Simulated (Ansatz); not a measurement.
Levels about the gap of amorphous Al30O48H6 (84 atoms in a cell of 895 Å³, 2.94 g/cm³; zone centre alone, so wide bands show as single levels with stretches between that a denser mesh fills), at the geometry that PBE relaxed, where it gives 0.1 GPa on a denser mesh. The participation number counts the atoms over which a state spreads; weights are charges in smoothed Voronoi cells. The levels come from a single point, so bond lengths are those of that geometry. Method of the levels: PBE, scalar-relativistic without spin-orbit coupling (Ansatz, an electronic-structure program). Sampling: the zone centre alone; Fermi-Dirac width 0.02 eV; no spin polarisation. At PBE the levels at the filled edge of the gap are localised (band-tail or defect states), and the nearest spread-out levels lie 3.9 eV apart at the zone centre.

Preparation: random packing, a CHGNet melt and quench, and a DFT relaxation. O atoms were pushed apart under 1.9 Å during the dynamics, to hinder bonds among them. The hot cell started wider than the set density and was brought back towards it in steps. It is the lowest in DFT energy of 2 quenches. It is a model cell: composition and starting density were chosen by hand, and all elements were melted together. No dispersion term was used. A short ab initio anneal came between quench and relaxation. Its density started from a set value of 2.95 and ended at 2.94 g/cm³. The simulated quench (nominally 180 K/ps over its main leg) is rapid and tends to freeze in more defects than a deposited or slowly cooled glass has. A cell of this size samples the disorder only roughly. The volume was free in the relaxation, at fixed shape. Stress components on the final sampling reach 1.7 GPa.

| E - E(highest filled), eV | filling | participation number | largest on | weight O | weight Al | weight H |
|---|---|---|---|---|---|---|
| -0.83 | filled | 19.6 | O, 3 neighbours | 0.94 | 0.05 | 0.01 |
| -0.80 | filled | 17.7 | O, 3 neighbours | 0.93 | 0.05 | 0.01 |
| -0.75 | filled | 13.1 | O, 3 neighbours | 0.94 | 0.05 | 0.01 |
| -0.67 | filled | 8.6 | O, 3 neighbours | 0.94 | 0.05 | 0.01 |
| -0.61 | filled | 10.1 | O, 3 neighbours | 0.93 | 0.05 | 0.01 |
| -0.50 | filled | 6.5 | O, 3 neighbours | 0.94 | 0.05 | 0.01 |
| 0.00 | filled | 3.4 | O, 3 neighbours | 0.95 | 0.04 | 0.01 |
| 3.14 | empty | 72.1 | Al, 4 neighbours | 0.55 | 0.37 | 0.08 |
| 5.11 | empty | 26.7 | Al, 4 neighbours | 0.54 | 0.35 | 0.11 |
| 5.22 | empty | 47.8 | Al, 5 neighbours | 0.55 | 0.36 | 0.09 |
| 5.35 | empty | 42.1 | O, 3 neighbours | 0.59 | 0.39 | 0.03 |
| 5.56 | empty | 49.2 | Al, 5 neighbours | 0.59 | 0.34 | 0.07 |
| 5.65 | empty | 43.4 | Al, 4 neighbours | 0.59 | 0.33 | 0.08 |
| 5.83 | empty | 50.6 | Al, 4 neighbours | 0.59 | 0.36 | 0.05 |

Most localised among these is the filled level at +0.00 eV, on a O atom, which has 3 neighbours (Al 1.75 Å, Al 1.82 Å, Al 1.87 Å).
